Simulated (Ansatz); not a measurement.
Take YN in the rock salt structure (space group Fm-3m, No. 225; a = 4.9060 Å) as the base.

Computed with PBE, PAW, 420 eV (Ansatz, a quantum-chemistry and plane-wave program; spin-orbit coupling left out), earlier PAW set.

Before the change:

| Property | Result |
|---|---|
| Band gap | 0.21 eV |
| Shortest interatomic distance | 2.453 Å |

The change: a negative pressure, −1 GPa.

Question: Estimate the effect on the band gap and shortest interatomic distance.

Answer: The band gap goes up by 0.01 eV, from 0.21 eV to 0.22 eV; the shortest interatomic distance rises by 0.005 Å (2.453 Å → 2.458 Å).

Load acts through the strain it causes; cell and atoms are relaxed under it. No phonon test of stability was made. A zero or small gap of YN can be the functional's error rather than a property of the material.
